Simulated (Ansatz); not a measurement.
How a calculation on SiTc (P6_3/mmc, 4 atoms in the cell) responds to its settings

```xyz
4
Lattice="4.0403 0.0000 0.0000 -2.0201 3.4990 0.0000 0.0000 0.0000 5.6312" Properties=species:S:1:pos:R:3 pbc="T T T"
Tc     0.0000     0.0000     0.0000
Tc     0.0000     0.0000     2.8156
Si     0.0000     2.3327     1.4078
Si     2.0201     1.1663     4.2234
```

Base run A: Ansatz (a first-principles code) with PBE, self-consistent single point.

Its settings: basis.ecutwfc = 36.7 Ry; kpoints.mp_grid.grid = 9 9 6; hamiltonian.xc = pbe; hamiltonian.pseudopotentials = {kind: paw} (the program's default PAW files); scf.occupations.method = cold; scf.occupations.width = 0.0073 Ry.

The starting cell was generated: these elements placed on a structure prototype, without a prior relaxation; it need not be a known phase or ordering of this composition. Its lattice was rescaled by a random factor within 2.5 % of one. Spin polarisation is off. In the base run, with a pressure of about -26 GPa the cell is away from its equilibrium volume at this level. Ansatz's pressure includes its estimate of the finite-basis (Pulay) stress. The cutoff lies below the one recommended for these files.

A dash stands where there is no value to compare (another energy zero or no entropy term, no result, no spin, no clean gap, or a mesh too coarse for one). 

Run A gave: pressure (GPa) -25.76.

Runs:
- B: hamiltonian.dispersion: default → d3bj [PBE-D3BJ]
- C: hamiltonian.dispersion: default → d3bjatm [PBE-D3BJ-ATM]
- D: hamiltonian.xc: pbe → r2scan; hamiltonian.dispersion: default → d3bjatm [r2SCAN-D3BJ-ATM]
- E: hamiltonian.dispersion: default → d4 [PBE-D4]

Problem. What does run D change against A?

Solution. The pressure goes from -25.76 to -29.26 GPa.

Problem. What does run B change against A?

Solution. The pressure goes from -25.76 to -28.98 GPa.

```json
[
 {"run": "A", "pressure (GPa)": "-25.76", "dispersion energy (eV/atom)": "–"},
 {"run": "B", "pressure (GPa)": "-28.98", "dispersion energy (eV/atom)": "-0.380"},
 {"run": "C", "pressure (GPa)": "-28.59", "dispersion energy (eV/atom)": "-0.355"},
 {"run": "D", "pressure (GPa)": "-29.26", "dispersion energy (eV/atom)": "-0.154"},
 {"run": "E", "pressure (GPa)": "-28.85", "dispersion energy (eV/atom)": "-0.389"}
]
```

Keys are those of Ansatz 0.2.
